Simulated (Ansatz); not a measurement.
The starting structures come from a database of crystals and need not be the phases stable at ambient conditions.

By PBEsol, the system below comes out a metal.

Consider the following.

```
BiIn
1.0
    4.91082     0.00000     0.00000
    0.00000     4.91082     0.00000
    0.00000     0.00000     5.22228
In Bi
2 2
Direct
  0.50000   0.50000   0.00000
  0.00000   0.00000   0.00000
  0.50000   0.00000   0.36001
  0.00000   0.50000   0.63999
```

Space group of this cell: P4/nmm. The cell is taken as given; by PBEsol its mean pressure is -1.6 GPa.

The current flows along the normal of the first two printed cell vectors, the (001) plane of the conventional cell. No spin-orbit coupling; the value is a mean over 0.1 eV about the Fermi level.

**Question.** State the ballistic conductance per area according to Ansatz (a program for electronic structure) with PBEsol.

**Answer.** 0.20 × 10¹⁵ S/m² for both spins.
